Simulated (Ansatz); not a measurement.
PbS (model structure, started from the zincblende type, F-43m, No. 216, 2 atoms in the cell), treated with LDA (Ansatz, an electronic-structure program, plane waves, PAW).

Run with plane-wave cutoff 520 eV, 10×10×10 k mesh, Fermi–Dirac smearing 0.01 eV, scalar-relativistic PAW data made under PBE.

Cell (relaxed with PBEsol):

```
PbS
1.0
    0.00000     3.27151     3.27151
    3.27151     0.00000     3.27151
    3.27151     3.27151     0.00000
S Pb
1 1
Direct
  0.75000   0.75000   0.75000
  0.00000   0.00000   0.00000
```

Q: What does this level give for the band gap, smallest direct gap on the k points sampled and Γ–Γ gap?

A: 
band gap: 0.54 eV
smallest direct gap on the k points sampled: 1.07 eV
Γ–Γ gap: 4.15 eV

Note: the relaxation could raise the start's symmetry but not lower it, so the cell can be a saddle point; cell and atoms aren't relaxed at this level (pressure -1.2 GPa).

Spin–orbit coupling is not included; with these elements it can move the gap by several tenths of an eV or more.

Static lattice: no zero-point or thermal effects.

It cost roughly 12 core-seconds of CPU time.

A model structure was made by putting elements into a prototype or built by hand; it is no filed structure, need not be a known phase, and can be a saddle point held by its symmetry.
